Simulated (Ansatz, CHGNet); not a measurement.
## Ladder of methods for the lattice constant a of fluorite CoSi2

Reference value: 5.365 Å (measured, room temperature, not corrected to a static lattice; as tabulated in Hegde and Bowen (2014), arXiv:1405.1317).

```
level (code)                   value (Å)  difference (%)
-----------------------------  ---------  --------------
CHGNet 0.3.0                       5.363           -0.04
LDA (Ansatz)                       5.274           -1.70
BLYP (Ansatz)                      5.436           +1.32
PBE (Ansatz)                       5.360           -0.09
revPBE (Ansatz)                    5.382           +0.32
RPBE (Ansatz)                      5.390           +0.47
PBE-D3(BJ) (Ansatz)                5.304           -1.14
r²SCAN (Ansatz)                    5.315           -0.93
B3LYP (VWN-RPA form) (Ansatz)      5.358           -0.13
HSE06 (Ansatz)                     5.296           -1.29
PBE0 (Ansatz)                      5.294           -1.32
Hartree–Fock (Ansatz)              5.330           -0.65
```

The reference is not for a static lattice or low temperature, so close values are not ranked against it. Off by more than 1.25 %, or 1.75 % on the side where a correction would as a rule narrow the miss (bounds picked here): BLYP (+1.32 %).

The measured value isn't corrected to a static lattice, so vibrations enter the comparison. A static lattice is as a rule a little smaller than the measured one. The crystal itself was run without spin with LDA, BLYP, PBE, revPBE, RPBE, PBE-D3(BJ), r²SCAN, B3LYP (VWN-RPA form), HSE06, PBE0, Hartree–Fock; a magnetic state was not tried in these runs. B3LYP (VWN-RPA form), PBE0, Hartree–Fock: the run has no spin polarisation, so it can have missed a magnetic state. HSE06: exact exchange on metals is sensitive to the k mesh and can open a false gap. HSE06: the run warned that the count of filled bands differs between k points. Cutoffs and k meshes differ between the levels. Ansatz's density-functional and Hartree–Fock values are scalar-relativistic unless marked +SOC, with PAW data made under PBE.

Machine-learned potentials (CHGNet 0.3.0) are trained on DFT data: a solid inside that data is no test of them.

Differences are worked out from the printed values.

Ansatz is a program for electronic structure.
